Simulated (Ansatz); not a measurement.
**Pressure series in CuI**

Base system: CuI in the zinc blende structure (space group F-43m, No. 216; a = 6.0209 Å).

Cell and atoms are relaxed at each pressure.

All numbers come from Ansatz (a program for electronic structure) r2SCAN, spin-orbit coupling left out, earlier PAW set.

Computed cases, in order: pressure −2 GPa; pressure −1 GPa; 0 GPa (base); pressure 3 GPa; pressure 7 GPa; pressure 15 GPa; pressure 30 GPa; pressure 50 GPa; pressure 75 GPa; pressure 100 GPa.

Q: Between which two neighbouring cases does the gap turn between direct and indirect?

A: Between pressure 15 GPa (2.38 eV, direct at Γ) and pressure 30 GPa (2.16 eV, indirect, Γ → X). The whole series: pressure −2 GPa: 1.52 eV, direct at Γ; pressure −1 GPa: 1.60 eV, direct at Γ; 0 GPa (base): 1.67 eV, direct at Γ; pressure 3 GPa: 1.85 eV, direct at Γ; pressure 7 GPa: 2.06 eV, direct at Γ; pressure 15 GPa: 2.38 eV, direct at Γ; pressure 30 GPa: 2.16 eV, indirect, Γ → X; pressure 50 GPa: 1.86 eV, indirect, Γ → X; pressure 75 GPa: 1.55 eV, indirect, Γ → X; pressure 100 GPa: 1.30 eV, indirect, Γ → Γ–X (87 % along).

With I present, leaving out spin-orbit coupling can change the band edges. Load acts through the strain it causes; cell and atoms are relaxed under it. No phonon test of stability was made. Tetrahedral semiconductors of this kind turn to denser phases somewhere between about 1 and 50 GPa; those were not computed, so compressed cells here can lie past the real transition. The final runs are not spin-polarised.
